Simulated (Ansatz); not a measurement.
The reference is AlN in the zinc blende structure (space group F-43m, No. 216; a = 4.378 Å).

Structures relaxed with PBEsol (Ansatz, a first-principles code), no spin-orbit coupling.

Base:

Simulated powder pattern, Cu Kα1, λ = 1.54056 Å (kinematic, ideal powder, no thermal factors, no anomalous dispersion; the 8 strongest lines at most, above 2 %, up to 2θ = 90°):

```json
[
 {"2θ (°)": "35.49", "I/Imax (%)": "100", "hkl": "(111)"},
 {"2θ (°)": "41.21", "I/Imax (%)": "11", "hkl": "(200)"},
 {"2θ (°)": "59.69", "I/Imax (%)": "50", "hkl": "(220)"},
 {"2θ (°)": "71.41", "I/Imax (%)": "33", "hkl": "(311)"},
 {"2θ (°)": "75.11", "I/Imax (%)": "3.5", "hkl": "(222)"},
 {"2θ (°)": "89.47", "I/Imax (%)": "7.3", "hkl": "(400)"}
]
```

The change: an isotropic linear strain of −1.12 %; the atoms relax in the strained cell.

After the change:

Simulated powder pattern, Cu Kα1, λ = 1.54056 Å (kinematic, ideal powder, no thermal factors, no anomalous dispersion; the 8 strongest lines at most, above 2 %, up to 2θ = 90°):

```json
[
 {"2θ (°)": "35.90", "I/Imax (%)": "100", "hkl": "(111)"},
 {"2θ (°)": "41.70", "I/Imax (%)": "11", "hkl": "(200)"},
 {"2θ (°)": "60.44", "I/Imax (%)": "49", "hkl": "(220)"},
 {"2θ (°)": "72.34", "I/Imax (%)": "33", "hkl": "(311)"},
 {"2θ (°)": "76.11", "I/Imax (%)": "3.5", "hkl": "(222)"}
]
```

The indices refer to the base's conventional cell; one index is shown for lines that coincide.

Whether these cells are dynamically stable was not tested. This is not the structure that AlN has at room temperature and ambient pressure.
